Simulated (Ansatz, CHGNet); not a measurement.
# Lattice parameter c of AlCr2C (P6₃/mmc, No. 194, 8 atoms in the cell; start mp-9956) at several levels of theory

No measured value is used here.

| level (code) | value (Å) |
|---|---|
| CHGNet-r²SCAN | 12.622 |
| LDA (Ansatz) | 12.476 |
| PBE (Ansatz) | 12.703 |
| PBE-D3(BJ) (Ansatz) | 12.589 |
| r²SCAN (Ansatz) | 12.639 |

The crystal itself was run without spin with LDA, PBE, PBE-D3(BJ), r²SCAN; a magnetic state was not tried in these runs. CHGNet-r²SCAN, LDA, PBE, PBE-D3(BJ), r²SCAN: the relaxation could not lower the start's symmetry, so the cell can be a saddle point above a distorted one. Cutoffs differ between the levels. Ansatz's density-functional and Hartree–Fock values are scalar-relativistic unless marked +SOC, with PAW data made under PBE.

Machine-learned potentials (CHGNet-r²SCAN) are trained on DFT data: a solid inside that data is no test of them.

A start named mp-… is a Materials Project structure, which need not be a measured phase.

Ansatz is a first-principles code.
